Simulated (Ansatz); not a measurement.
Ag on the 1x1 (110) surface of zinc-blende GaAs (cut with top plane As + Ga), one in a 2x1 cell, energies for each (46.7 Å²). Energies are against an atom of fcc Ag, without zero-point or thermal terms; each row is named by its start. No converged result for: 3 more starts.

Host crystal: zinc-blende GaAs, with a band gap (PBE, scalar-relativistic without spin-orbit coupling).

All values below come from PBE (plane waves to 420 eV, PAW; Ansatz, a quantum-chemistry and plane-wave program).

Slab: 21 atoms, 8.6 Å thick at the start under the adsorbate (thin: gaps and levels are the slab's own); k 3x4x1, smearing 0.01 eV, dipole-corrected; 8 atoms held, the rest relaxed; each run with such symmetry as its start has; spin-polarised, no spin-orbit, no U, no dispersion correction.

A negative adsorption energy means that the adsorbate is more stable on the surface than in its reference. Starts that drift may end in the same place. Heights count from the host atoms within 0.3 Å of the top one. Moments of ungapped slabs depend on the mesh.

| starting site | E_ads (eV) | height (Å) | nearest host atom (Å) | bonded to | change of the vacuum step (eV) | lateral drift (Å) | moment (μB) |
|---|---|---|---|---|---|---|---|
| hollow beside As | 1.06 | 0.36 | As 2.70 | As + 3 Ga | -0.22 | 1.8 | 0.3 |
| bridge As-Ga (span 5.0 Å) | (withheld) | (withheld) | Ga 2.64 | 2 As + Ga | (withheld) | 1.1 | 0.7 |

Task: Fill in the missing entries.

Result: 
- bridge As-Ga (span 5.0 Å), E_ads (eV): 0.98
- bridge As-Ga (span 5.0 Å), height (Å): 0.76
- bridge As-Ga (span 5.0 Å), change of the vacuum step (eV): -0.29
